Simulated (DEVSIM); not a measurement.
Simulated with DEVSIM: 1D drift-diffusion, Boltzmann statistics, complete ionisation; no tunnelling, impact ionisation, image-force lowering or self-heating. Metal contacts follow the ideal Schottky-Mott rule: no Fermi-level pinning, no interface dipoles.

System: Schottky contact on n-type β-Ga2O3, at 300 K.

| layer (left to right) | material | thickness (μm) | Nd (cm⁻³) | τn (s) | τp (s) |
|---|---|---|---|---|---|
| 1 | β-Ga2O3 | 0.560 | 1.7e17 | 7.1e-10 | 7.1e-10 |

Left contact: Schottky, work function 5.18 eV, emission velocity 4.5e6 cm/s. Right contact: ohmic. Voltage is applied to the left contact. Recombination: SRH at mid-gap, radiative, Auger. Mobility is μmin + (μ − μmin)/(1 + (N/Nref)^α).

This is a model device: material constants are rounded textbook-type values typed into the input, and sizes, dopings and lifetimes were drawn at random. Values at 300 K.

```
parameter      β-Ga2O3
-------------  -------
gap (eV)           4.8
affinity (eV)        4
permittivity        10
Nc (cm⁻³)       3.7e18
Nv (cm⁻³)         5e20
μn (cm²/Vs)        160
μp (cm²/Vs)          1
μn,min              20
μp,min             0.1
Nref,n            1e18
Nref,p            1e18
αn                 0.8
αp                 0.8
B (cm³/s)        1e-12
Cn (cm⁶/s)       1e-31
Cp (cm⁶/s)       1e-31
```

One input was changed, with this effect: dark forward voltage at 1 A/cm² 0.804 → 0.808 V; dark forward voltage at 100 A/cm² 0.927 → 0.937 V; largest field in the device at zero bias 260000 → 140000 V/cm; potential step across the device at zero bias 1.100 → 1.069 V.

Which change was it?
A. metal work function 5.18 → 5.28 eV
B. Auger recombination switched off
C. thickness of layer 1 0.56 → 0.95 μm
D. doping Nd of layer 1 1.7e+17 → 5.1e+16 cm^-3
E. constant mobility in place of the doping-dependent one
F. minority lifetime in layer 1 7.1e-10 → 7.1e-09 s

D, doping Nd of layer 1 1.7e+17 → 5.1e+16 cm^-3
